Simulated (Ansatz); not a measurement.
## How the band gap of SrHfN2 (model structure, started from the LiVN2 type, Pna2₁, No. 33, 16 atoms in the cell) moves with the method

No measured value is used here.

```tsv
level (code)	value (eV)
LDA (Ansatz)	2.18
PBEsol+SOC (Ansatz)	2.18 (direct)
r²SCAN+SOC (Ansatz)	2.68 (direct)
dielectric-dependent PBEsol hybrid (Ansatz)	3.32
HSE06 (Ansatz)	3.23
```

Computed values are for a static lattice. Levels without +SOC have no spin–orbit coupling; where heavier elements are present it shifts gaps, mostly down, and can invert bands.  PBEsol+SOC, r²SCAN+SOC: the gap is read on the k mesh or supercell of the run alone and can be too large. Values are at the PBEsol cell. Cutoffs and k meshes differ between the levels. Ansatz's density-functional and Hartree–Fock values are scalar-relativistic unless marked +SOC, with PAW data made under PBE.

A model structure was made by putting elements into a prototype or built by hand; it is no filed structure, need not be a known phase, and can be a saddle point held by its symmetry.

Ansatz is a quantum-chemistry and plane-wave program.
